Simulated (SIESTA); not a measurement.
A self-consistent single point of MnSnF6 (R-3, 8 atoms in the cell) with SIESTA.

Method of the run: GGA PBEsol, numerical atomic orbitals TZP, PseudoDojo PBEsol standard norm-conserving potentials (rewritten from UPF to PSML) run with SIESTA 5.4.2.

The change in words: lattice scaled by 0.98. Reference geometry:
```
CELL_PARAMETERS angstrom
      2.69588     1.55647     4.86032
     -2.69588     1.55647     4.86032
      0.00000    -3.11294     4.86032
ATOMIC_POSITIONS crystal
  Mn 0.50000 0.50000 0.50000
  Sn 0.00000 0.00000 0.00000
  F  0.11575 0.75862 0.36815
  F  0.88425 0.24138 0.63185
  F  0.36815 0.11575 0.75862
  F  0.63185 0.88425 0.24138
  F  0.75862 0.36815 0.11575
  F  0.24138 0.63185 0.88425
```
Moments meant for the start (each program seeds them in its own way; μB, in the order of the atoms Mn Sn F F F F F F): 4.0 0.0 0.0 0.0 0.0 0.0 0.0 0.0.

Reference input (self-consistent single point, DFT, GGA PBEsol, numerical atomic orbitals TZP, PseudoDojo PBEsol standard norm-conserving potentials (rewritten from UPF to PSML)): XC.functional = GGA; XC.authors = PBEsol; potentials = PseudoDojo PBEsol standard; PAO.BasisSize = TZP; PAO.EnergyShift = 0.01 Ry; MeshCutoff = 350 Ry; kgrid.MonkhorstPack = 3 3 3; OccupationFunction = FD; ElectronicTemperature = 116.05 K; Spin = polarized; DM.InitSpin = [1 +4.00, 2 +0.00, 3 +0.00, 4 +0.00, 5 +0.00, 6 +0.00, 7 +0.00, 8 +0.00]; MaxSCFIterations = 150. This run's input differs from it in these lines:

```diff
@@ -13,5 +13,5 @@
 %block LatticeVectors
-     2.695883000    1.556469000    4.860316000
-    -2.695883000    1.556469000    4.860316000
-     0.000000000   -3.112938000    4.860316000
+     2.641965000    1.525340000    4.763110000
+    -2.641965000    1.525340000    4.763110000
+     0.000000000   -3.050679000    4.763110000
 %endblock LatticeVectors
@@ -19,10 +19,10 @@
 %block AtomicCoordinatesAndAtomicSpecies
-     0.000000000    0.000000000    7.290474000  1
+     0.000000000    0.000000500    7.144665000  1
      0.000000000    0.000000000    0.000000000  2
-    -1.733094217    0.214897005    6.039025255  3
-     1.733094217   -0.214897005    8.541922745  3
-     0.680440869   -1.608352338    6.039025255  3
-    -0.680440869    1.608352338    8.541922745  3
-     1.052653347    1.393455332    6.039025255  3
-    -1.052653347   -1.393455332    8.541922745  3
+    -1.698432114    0.210599486    5.918245148  3
+     1.698432114   -0.210598486    8.371084852  3
+     0.666831966   -1.576184925    5.918245148  3
+    -0.666831966    1.576185925    8.371084852  3
+     1.031600148    1.365586682    5.918245148  3
+    -1.031600148   -1.365585682    8.371084852  3
 %endblock AtomicCoordinatesAndAtomicSpecies
```

The program printed (abridged):

```
        iscf     Eharris(eV)        E_KS(eV)     FreeEng(eV)     dDmax    Ef(eV) dHmax(eV)
   scf:    1    -9071.325064    -9093.285502    -9093.289312  0.599415 -1.762324 27.509324
     spin moment: {S} , |S| = {        0.0        0.0    3.88889 }     3.88889
   scf:    2    -9115.160914    -9109.636119    -9109.636119  0.341281 -3.344692  6.771959
     spin moment: {S} , |S| = {        0.0        0.0    5.00000 }     5.00000
   scf:    3    -9110.899153    -9110.297954    -9110.297954  0.046338 -3.561184  5.507792
     spin moment: {S} , |S| = {        0.0        0.0    5.00000 }     5.00000
   [... lines left out ...]
     spin moment: {S} , |S| = {        0.0        0.0    5.00000 }     5.00000
   scf:   15    -9111.133463    -9111.133463    -9111.133463  0.000010 -4.382247  0.000364
     spin moment: {S} , |S| = {        0.0        0.0    5.00000 }     5.00000
   scf:   16    -9111.133463    -9111.133463    -9111.133463  0.000010 -4.382282  0.000281
     spin moment: {S} , |S| = {        0.0        0.0    5.00000 }     5.00000
   scf:   17    -9111.133463    -9111.133463    -9111.133463  0.000010 -4.382314  0.000229
     spin moment: {S} , |S| = {        0.0        0.0    5.00000 }     5.00000
SCF Convergence by DM+H criterion
max |DM_out - DM_in|         :     0.0000095316
max |H_out - H_in|      (eV) :     0.0002286634
SCF cycle converged after 17 iterations

Using DM_out to compute the final energy and forces

siesta: E_KS(eV) =            -9111.1335

siesta: E_KS - E_eggbox =     -9111.1335

siesta: Atomic forces (eV/Ang):
     1   -0.000000   -0.000000    0.000000
     2   -0.000000   -0.000000   -0.000000
     3    0.237718   -0.139888    0.222010
     4   -0.237718    0.139888   -0.222010
     5    0.002286    0.275812    0.222009
     6   -0.002286   -0.275812   -0.222009
     7   -0.240008   -0.135927    0.222012
     8    0.240008    0.135927   -0.222012
   Tot   -0.000000   -0.000000    0.000000
   Max    0.275812
   Res    0.177036    sqrt( Sum f_i^2 / 3N )
   Max    0.275812    constrained

   [... lines left out ...]
siesta: FreeEng =     -9111.133463
siesta: Cell volume =        115.168971 Ang**3
siesta:         -25.69918873         -6.07037551  kBar
   [... lines left out ...]
     1     0.722911   14.277089    4.789717  Mn
     2     0.481643   13.518357    0.048856  Sn
     3    -0.200759    7.200759    0.026905  F
     4    -0.200759    7.200759    0.026905  F
     5    -0.200759    7.200759    0.026904  F
     6    -0.200759    7.200759    0.026904  F
     7    -0.200759    7.200759    0.026905  F
     8    -0.200759    7.200759    0.026905  F
 Total     0.000000                5.000000
```

The run converged in 17 iterations. Against the reference run the free energy goes down by 32.2 meV/atom, the pressure goes from -8.32 to -2.57 GPa, the largest force goes from 0.331 to 0.354 eV/Å, the gap on the mesh goes from 1.189 to 1.249 eV and the size of the net moment stays at 0.62 μB/atom.

The starting cell comes from a database of computed structures (which also holds hypothetical and non-ambient phases and stackings), without a prior relaxation at this level. Its lattice was rescaled by a random factor within 2.5 % of one. For this run, on top of that: lattice scaled by 0.98. With one magnetic atom in the cell only a parallel order is possible. Values carry the incompleteness of an atom-centred basis.

Cost on one core of a shared machine: roughly 80 s.
